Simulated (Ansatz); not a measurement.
The starting structures come from a database of crystals and need not be the phases stable at ambient conditions.

Tunnelling through a barrier is set by its complex band structure: the current falls as exp(−2κd) with the smallest κ.

Consider the following.

```yaml
crystal:
  lattice:
    - [5.41207, 0.00000, 0.00000]
    - [2.63353, 4.79664, 0.00000]
    - [2.70603, 0.00000, 2.70666]
  atoms:
    - { symbol: Ti, position: [0.13411, 0.25000, 0.73178] }
    - { symbol: Ti, position: [0.86589, 0.75000, 0.26822] }
    - { symbol: O, position: [0.91124, 0.66715, 0.75754] }
    - { symbol: O, position: [0.08876, 0.33285, 0.24246] }
    - { symbol: O, position: [0.33122, 0.83285, 0.75754] }
    - { symbol: O, position: [0.66878, 0.16715, 0.24246] }
```

Space group of this cell: C2/c. The cell is taken as given; by r2SCAN its mean pressure is -6.4 GPa.

Transport runs along the normal of the first two printed cell vectors.

No gap correction and no spin-orbit coupling; mid-gap values are interpolated between computed energies.

Question: Compute, with r2SCAN run with Ansatz (a program for electronic structure), the band gap and the smallest decay constant κ at mid-gap.

Answer: Gap 2.41 eV on a 12×6×12 mesh; κ = 0.275 1/Å, at the zone centre.
